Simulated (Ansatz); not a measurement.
Phonon-limited resistivity of Ti2O (P-3m1) against temperature in μΩ·cm, PBEsol, DFPT electron-phonon coupling, linearised Boltzmann equation run with Ansatz (a program for electronic structure), harmonic crystal at a fixed cell. x, y and z are the axes of this cell:
```
Ti2O
1.0
    2.95332     0.00000     0.00000
   -1.47666     2.55765     0.00000
    0.00000     0.00000     4.72248
Ti O
2 1
Cartesian
  0.00000   1.70510   3.48223
  1.47666   0.85255   1.24024
  0.00000   0.00000   0.00000
```

```json
[
 {"T": "50 K", "ρ (x, y)": "0.248", "ρ (z)": "0.124"},
 {"T": "77 K", "ρ (x, y)": "1.51", "ρ (z)": "0.670"},
 {"T": "100 K", "ρ (x, y)": "3.61", "ρ (z)": "?"},
 {"T": "150 K", "ρ (x, y)": "?", "ρ (z)": "4.41"},
 {"T": "200 K", "ρ (x, y)": "18.1", "ρ (z)": "7.68"},
 {"T": "250 K", "ρ (x, y)": "25.9", "ρ (z)": "11.0"},
 {"T": "273 K", "ρ (x, y)": "29.4", "ρ (z)": "12.5"},
 {"T": "300 K", "ρ (x, y)": "33.5", "ρ (z)": "14.2"}
]
```

**Question.** Complete the blanks.

**Answer.** 
- 100 K, ρ (z): 1.57
- 150 K, ρ (x, y): 10.3

A metal at this level (no band gap). Only scattering by harmonic phonons is included (no impurities, grain boundaries, electron-electron scattering or thermal expansion). Spin-orbit coupling is left out. Halving the electron mesh (32x32x20) moves the resistivity by up to 2 %. Smearing 0.20 eV; phonons on a 5x5x3 q mesh, which this run doesn't test and which matters most at low temperature.

Formula and space group known from diffraction (Crystallography Open Database), not checked to be the room-temperature form: Ti2O (P-3m1).
